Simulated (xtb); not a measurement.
xtb 6.7.1, GFN2-xTB: COc1ccc2c(c1)oc1cc(/C=C/c3cccc(C(F)(F)F)c3)ccc12, 42 atoms. The geometry is a generated start, not checked to be a minimum at this level.

```
Item                       Value
-----------------  -------------
run flags                 --grad
method                  GFN2-xTB
--acc                1 (default)
--etemp (K)        300 (default)
basis functions              123
valence electrons            136
```

One run each on 1 thread. Values of broydamp tried: 0.02, 0.05, 0.1, 0.2, 0.4 (default), 0.6, 0.8, 1.

Task: Which value of broydamp needs the fewest SCC iterations, and what happens away from it?

Result: Fewest SCC iterations, within one of each other: 0.2 with 13, 0.4 (default) with 12, 0.6 with 13, 0.8 with 13. The count rises to 19 at 0.02. All converge to one solution.

```tsv
broydamp	SCC iterations	end
0.02	19	same solution
0.05	17	same solution
0.1	15	same solution
0.2	13	same solution
0.4 (default)	12	same solution
0.6	13	same solution
0.8	13	same solution
1	14	same solution
```
